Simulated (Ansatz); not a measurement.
# How the equilibrium volume per atom of CrGe2 (model structure, started from the Al2Cu type, I4/mcm, No. 140, 6 atoms in the cell) moves with the method

No measured value is used here.

```csv
level (code),value (Å³/atom)
PBE (Ansatz),14.87
PBEsol (Ansatz),14.29
PBE-D3(BJ) (Ansatz),14.37
```

PBE, PBEsol, PBE-D3(BJ): the starting moments vanished in the run, and other orders were not tried. Ansatz's density-functional and Hartree–Fock values are scalar-relativistic unless marked +SOC, with PAW data made under PBE.

A model structure was made by putting elements into a prototype or built by hand; it is no filed structure, need not be a known phase, and can be a saddle point held by its symmetry.

Ansatz is a program for electronic structure.
